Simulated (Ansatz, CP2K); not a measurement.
A CP2K input for a self-consistent single point of GaAs (F-43m, 2 atoms in the cell) (DFT PBE, GPW, DZVP-MOLOPT-SR-GTH basis, GTH-PBE potentials (GTH_POTENTIALS)):

```
&GLOBAL
  PROJECT gaas
  RUN_TYPE ENERGY_FORCE
  PRINT_LEVEL LOW
&END GLOBAL
&FORCE_EVAL
  METHOD Quickstep
  STRESS_TENSOR ANALYTICAL
  &DFT
    BASIS_SET_FILE_NAME BASIS_MOLOPT
    POTENTIAL_FILE_NAME GTH_POTENTIALS
    &QS
      METHOD GPW
      EPS_DEFAULT 1E-10
    &END QS
    &MGRID
      CUTOFF 600
      REL_CUTOFF 60
      NGRIDS 5
    &END MGRID
    &SCF
      SCF_GUESS ATOMIC
      EPS_SCF 1E-6
      MAX_SCF 100
      ADDED_MOS 4
      &DIAGONALIZATION
        ALGORITHM STANDARD
      &END DIAGONALIZATION
      &MIXING
        METHOD BROYDEN_MIXING
        ALPHA 0.3
        NBUFFER 10
        BETA 1
      &END MIXING
      &SMEAR ON
        METHOD GAUSSIAN
        SIGMA [eV] 0.2
      &END SMEAR
    &END SCF
    &KPOINTS
      SCHEME MONKHORST-PACK 7 7 7
    &END KPOINTS
    &XC
      &XC_FUNCTIONAL PBE
      &END XC_FUNCTIONAL
    &END XC
    &PRINT
      &MO
        EIGENVALUES T
        OCCUPATION_NUMBERS T
        NDIGITS 8
        FILENAME mo
        &EACH
          QS_SCF 0
        &END EACH
        ADD_LAST NUMERIC
      &END MO
      &MULLIKEN OFF
      &END MULLIKEN
    &END PRINT
  &END DFT
  &SUBSYS
    &CELL
      ABC 4.06715400 4.06715341 4.06715366
      ALPHA_BETA_GAMMA 59.99999885 59.99999724 59.99999517
      PERIODIC XYZ
    &END CELL
    &COORD
      Ga       0.00000000     0.00000000     0.00000000
      As       2.03357700     1.17408600     0.83020425
    &END COORD
    &KIND Ga
      BASIS_SET DZVP-MOLOPT-SR-GTH-q13
      POTENTIAL GTH-PBE-q13
    &END KIND
    &KIND As
      BASIS_SET DZVP-MOLOPT-SR-GTH-q5
      POTENTIAL GTH-PBE-q5
    &END KIND
  &END SUBSYS
  &PRINT
    &FORCES ON
    &END FORCES
    &STRESS_TENSOR ON
    &END STRESS_TENSOR
  &END PRINT
&END FORCE_EVAL
```

Problem. Give the Ansatz (a program for electronic structure) input for the same structure, mesh, smearing and functional.

Solution. This is the input that was run; spellings and numerical settings could be chosen otherwise.

Ansatz 0.2 input:
```yaml
crystal:
  lattice:
    - [0.000000, 2.875912, 2.875912]
    - [2.875912, 0.000000, 2.875912]
    - [2.875912, 2.875912, 0.000000]
  atoms:
    - { symbol: Ga, position: [0.000000, 0.000000, 0.000000] }
    - { symbol: As, position: [0.250000, 0.250000, 0.250000] }
kpoints:
  mp_grid: { grid: [7, 7, 7] }
hamiltonian:
  xc: pbe
  pseudopotentials: { kind: paw }
scf:
  occupations: { method: gaussian, width: 0.0147 Ry }
output:
  forces: true
  eigenvalues: true
  stress: true
```

Basis settings and potentials, where a program has them, do not carry over. This input uses DFT, PBE, plane waves, default PAW files. The width in Ry is rounded to four decimals. Both were run: pressure 0.58 GPa in CP2K and -0.20 in Ansatz. Ansatz's pressure is the one without its finite-basis correction.

On Ansatz: the starting cell comes from a database of computed structures (which also holds hypothetical and non-ambient phases and stackings), without a prior relaxation at this level. Its lattice was rescaled by a random factor within 2.5 % of one. For this run, on top of that: lattice scaled by 0.98. A gap is left out here, as mesh or smearing make it unsure.

On CP2K: the starting cell comes from a database of computed structures (which also holds hypothetical and non-ambient phases and stackings), without a prior relaxation at this level. Its lattice was rescaled by a random factor within 2.5 % of one. For this run, on top of that: lattice scaled by 0.98. Values carry the incompleteness of an atom-centred basis. The run gives no clean gap (levels at the Fermi energy touch, overlap or are partly filled at this smearing), which alone does not show that the compound is a metal.
